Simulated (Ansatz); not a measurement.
Start from Cu in the fcc (Cu type) structure (space group Fm-3m, No. 225; a = 3.5768 Å; relaxed with 0.1 eV smearing).

Calculations: Ansatz (a quantum-chemistry and plane-wave program) r2SCAN, without spin-orbit coupling.

Base values:

The pressure comes out as 0.0 GPa.

Now apply this change: the cell is scaled by 1.0300 in all directions; the atoms relax in the strained cell.

**Question.** What happens to the energy relative to the base and pressure?

**Answer.** The energy grows by 42 meV/atom; the pressure goes from zero to -11.5 GPa.

No phonon test of stability was made. The final runs are not spin-polarised.
